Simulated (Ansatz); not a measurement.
The parent structure is ZnSiP2 in the chalcopyrite structure (space group I-42d, No. 122; a = 5.4185 Å, c = 10.5397 Å). Axes: x, y, z lie along a, b, c of the conventional cell.

Level of theory: PBE, PAW, 420 eV (Ansatz, an electronic-structure program; no SOC).

Strains are applied to the cell and any free atomic positions relax; under biaxial strain the out-of-plane vector relaxes too.

One change was made to it. Results:

| quantity | base | after |
|---|---|---|
| energy relative to the base (free energy F) | 0 meV/atom | +16 meV/atom |
| smallest direct gap | 1.36 eV | 1.56 eV |
| shortest interatomic distance | 227.2 pm | 225.4 pm |
| valence-band top at Γ (three highest levels, from the VBM) | 0.00, -0.13, -0.13 eV | 0.00, 0.00, -0.16 eV |

**Question.** Which of these changes matches the shifts?
(A) biaxial strain −3.00 %, plane normal [001], relaxed out of plane
(B) biaxial strain −1.50 %, plane normal [001], relaxed out of plane
(C) biaxial strain −2.25 %, plane normal [001], relaxed out of plane
(D) biaxial strain −0.75 %, plane normal [001], relaxed out of plane

**Answer.** A, biaxial strain −3.00 %, plane normal [001], relaxed out of plane. For comparison, the energy relative to the base in the other runs: biaxial strain −0.75 %, plane normal [001], relaxed out of plane gives +0.9 meV/atom; biaxial strain −2.25 %, plane normal [001], relaxed out of plane gives +8.7 meV/atom; biaxial strain −1.50 %, plane normal [001], relaxed out of plane gives +3.8 meV/atom.

No phonon test of stability was made.
